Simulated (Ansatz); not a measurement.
**Ansatz (a program for electronic structure) run on ZnSnSb₂ (P-4m2, 4 atoms in the cell): self-consistent single point**

Level of theory: LDA (PW92), default PAW files made with PBE (plane waves; Ansatz).

Input:

Ansatz 0.2 input:
```yaml
crystal:
  lattice:
    - [4.49909700, 0.00000000, 0.00000000]
    - [0.00000000, 4.49909700, 0.00000000]
    - [0.00000000, 0.00000000, 6.29436700]
  atoms:
    - { symbol: Zn, position: [0.00000000, 0.00000000, 0.00000000] }
    - { symbol: Sn, position: [0.50000000, 0.50000000, 0.50000000] }
    - { symbol: Sb, position: [0.00000000, 0.50000000, 0.22240000] }
    - { symbol: Sb, position: [0.50000000, 0.00000000, 0.77760000] }
basis:
  ecutwfc: 30.9 Ry
kpoints:
  mp_grid:
    grid: [7, 7, 5]
hamiltonian:
  xc: lda
  pseudopotentials:
    kind: paw
scf:
  occupations:
    method: fermi_dirac
    width: 0.0073 Ry
output:
  forces: true
  eigenvalues: true
  stress: true
```

Output (repeated stretches shortened):

```
WARN ansatz: RAYON_NUM_THREADS=1 ignored (pool sized by the plan → 1); use --threads N
Pseudopotentials: kind: paw
Pseudopotential: Zn, paw, valence charge 12
Pseudopotential: Sn, paw, valence charge 14
Pseudopotential: Sb, paw, valence charge 15
Crystal: 4 atoms, lattice volume = 127.410 Å³
Basis set: ecut = 420.4159175005146 eV, 2477 PW (Γ)
Bands: 34, of which v1, the nominal top of the filled ones, is band 28 counted from 1 (27 counted from 0)
Symmetry: 8 space group operations
Space group: P-4m2 (ITA 115), of the structure as read, at distance tolerance 5.0e-5 Å
k-points: 30 of 245 (time reversal used)
PAW frozen core: Zn, regenerated for the run's functional, and the local potential with it
PAW frozen core: Sn, regenerated for the run's functional, and the local potential with it
PAW frozen core: Sb, regenerated for the run's functional, and the local potential with it
Initial density: superposition of atomic densities (neutral atoms: chi_scale 0, normalization atom), corrected by the library's trained network
Initial wavefunctions: pseudopotential atomic-orbital guess
Eigensolver: davidson
Functional: x = slater, c = lda
SCF iter   1: F=—  HF=-21797.421986 eV  |F-HF|=—  |Δ(HF+E_count)|=         —  Δρ=5.77e-3  dr2=1.99e-2  ethr=1.77e-3  ⟨swp⟩=7.1  Hψ=4737  notcnv=0
all-band conjugate gradients solve this SCF's bands
preconditioner: auto → Kerker (q_TF=auto, 2.379 Å⁻¹)
SCF iter   2: F=—  HF=-21797.414733 eV  |F-HF|=—  |Δ(HF+E_count)|=   7.25e-3  Δρ=2.83e-3  dr2=6.69e-3  ethr=3.55e-5  ⟨swp⟩=2.5  Hψ=1985  notcnv=0
SCF iter   3: F=—  HF=-21797.413770 eV  |F-HF|=—  |Δ(HF+E_count)|=   9.63e-4  Δρ=1.38e-3  dr2=1.34e-3  ethr=1.19e-5  ⟨swp⟩=3.0  Hψ=1857  notcnv=0
SCF iter   4: F=—  HF=-21797.413099 eV  |F-HF|=—  |Δ(HF+E_count)|=   6.71e-4  Δρ=3.42e-4  dr2=3.29e-4  ethr=2.40e-6  ⟨swp⟩=2.0  Hψ=1282  notcnv=0
SCF iter   5: F=—  HF=-21797.413059 eV  |F-HF|=—  |Δ(HF+E_count)|=   4.04e-5  Δρ=1.32e-4  dr2=6.32e-5  ethr=5.88e-7  ⟨swp⟩=2.9  Hψ=1830  notcnv=0
SCF iter   6: F=—  HF=-21797.413056 eV  |F-HF|=—  |Δ(HF+E_count)|=   3.36e-6  Δρ=5.80e-5  dr2=8.76e-6  ethr=1.13e-7  ⟨swp⟩=2.7  Hψ=1703  notcnv=0
SCF iter   7: F=—  HF=-21797.413055 eV  |F-HF|=—  |Δ(HF+E_count)|=   7.50e-7  Δρ=1.64e-5  dr2=8.24e-7  ethr=1.56e-8  ⟨swp⟩=2.1  Hψ=1256  notcnv=0
SCF iter   8: F=—  HF=-21797.413055 eV  |F-HF|=—  |Δ(HF+E_count)|=   8.01e-8  Δρ=6.63e-6  dr2=1.33e-7  ethr=1.47e-9  ⟨swp⟩=2.0  Hψ=1552  notcnv=0
SCF iter   9: F=-21797.413055 eV  HF=-21797.413055 eV  |F-HF|=1.86e-8  |Δ(HF+E_count)|=   1.06e-8  Δρ=3.10e-6  dr2=2.81e-8  ethr=1.79e-10  ⟨swp⟩=5.7  Hψ=3703  notcnv=0
SCF 1 converged in 9 iterations: F = -21797.413055 eV  dr2 = 2.81e-8
SCF converged after 9 iterations
Free energy (F): -21797.413055 eV
Harris-Foulkes:  -21797.413055 eV  (|F-HF|=1.86e-8)
Internal energy: -21797.398573 eV  (E = F + TS)
E sigma→0 (E₀):  -21797.405814 eV
Entropy (-TS):   -0.014481 eV (-3.620 meV/atom)
Fermi energy:    6.991727 eV
--- Per-component energies (eV) ---
  E_band       = -542.636886
  E_kinetic    = 735.834027
  E_local      = -6782.020751  (includes V_loc(G=0)·N_el)
  E_nonlocal   = 1320.780573
  E_hartree    = 3136.969433
  E_xc         = -788.908127
  E_vxc        = -345.151871  (∫ρ·V_xc dr)
  E_paw        = -14605.492961  (= ΣΔE_a)
  E_vpaw       = -1746.012059  (= ΣTr[D̂ρ^β])
  E_aug_tail   = -0.000373  (compensation charges beyond the density's cutoff)
  E_ewald      = -4817.660081
  E_core_change = 3.099687  (= ΣΔE_core)
  E_smearing   = -0.014481  (= −TS)
  E_closure    = -0.000000  (closes the sum)
  Σ components = -21797.413055   (vs F -21797.413055, Δ=0.00e0)
--- Forces (eV/Å), atoms counted from 1 ---
  atom   1  Zn    -0.00000000     0.00000000     0.00000000
  atom   2  Sn    -0.00000000     0.00000000     0.00000000
  atom   3  Sb     0.00000000     0.00000000    -0.07810152
  atom   4  Sb     0.00000000     0.00000000     0.07810152
  max |Σ_I F_I| component: 2.78e-17 eV/Å
--- Stress (GPa, compression-positive) ---
       -2.559887       0.000000      -0.000000
        0.000000      -2.559887       0.000000
       -0.000000       0.000000      -2.519208
  P = ⅓ Tr σ = -2.5463 GPa (-25.463 kbar)
  The stress holds the Pulay correction. Without it, at fixed plane waves, as pw.x and ABINIT print it: P = -2.5775 GPa
--- Band table (eV; the first three rows and the last of 30) ---
  k-point 0: bands = ["-21.6666", "-21.6666", "-21.6617", "-21.6608", "-21.5834", "-21.5804", "-21.5648", "-21.5648", "-21.5479", "-21.5479", "-14.5585", "-14.5511", "-14.5511", "-14.5314", "-14.5194", "-4.1386", "-2.2130", "-0.2008", "-0.1676", [...]
  k-point 1: bands = ["-21.6666", "-21.6666", "-21.6617", "-21.6608", "-21.5832", "-21.5806", "-21.5648", "-21.5648", "-21.5481", "-21.5478", "-14.5585", "-14.5511", "-14.5511", "-14.5313", "-14.5194", "-4.0283", "-2.5016", "-0.2849", "-0.1691", [...]
  k-point 2: bands = ["-21.6666", "-21.6666", "-21.6617", "-21.6608", "-21.5828", "-21.5810", "-21.5648", "-21.5648", "-21.5482", "-21.5477", "-14.5585", "-14.5511", "-14.5511", "-14.5312", "-14.5194", "-3.7382", "-3.0284", "-0.3512", "-0.1714", [...]
  k-point 29: bands = ["-21.6685", "-21.6650", "-21.6584", "-21.6584", "-21.5830", "-21.5829", "-21.5681", "-21.5638", "-21.5452", "-21.5451", "-14.5604", "-14.5601", "-14.5371", "-14.5294", "-14.5238", "-2.3321", "-2.2356", "-0.5199", "-0.1577", [...]
```

The run converged in 9 iterations.

The starting cell comes from a database of computed structures (which also holds hypothetical and non-ambient phases and stackings), without a prior relaxation at this level. Its lattice was rescaled by up to half a per cent. Spin-orbit coupling is off. Ansatz's pressure includes its estimate of the finite-basis (Pulay) stress. The run gives no clean gap (levels at the Fermi energy touch, overlap or are partly filled at this smearing), which alone does not show that the compound is a metal.
